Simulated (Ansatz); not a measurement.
# Zinc-blende BaO (model structure): properties by level of theory

| level (code) | lattice constant a (Å) | enthalpy of formation (eV/atom) |
|---|---|---|
| LDA (Ansatz) | 5.796 | -2.741 |
| PBEsol (Ansatz) | ___ | -2.531 |
| PBE-D3(BJ) (Ansatz) | 5.906 | -2.562 |
| rVV10 (Ansatz) | ___ | ___ |

**Question.** What belongs in the gaps?

**Answer.** 
- PBEsol (Ansatz, a first-principles code), lattice constant a (Å): 5.861
- rVV10 (Ansatz), lattice constant a (Å): 5.955
- rVV10 (Ansatz), enthalpy of formation (eV/atom): -2.648

Ansatz's density-functional and Hartree–Fock values are scalar-relativistic unless marked +SOC, with PAW data made under PBE.

The computed numbers hold no vibrational or temperature effects.

A model structure was made by putting elements into a prototype or built by hand; it is no filed structure, need not be a known phase, and can be a saddle point held by its symmetry.
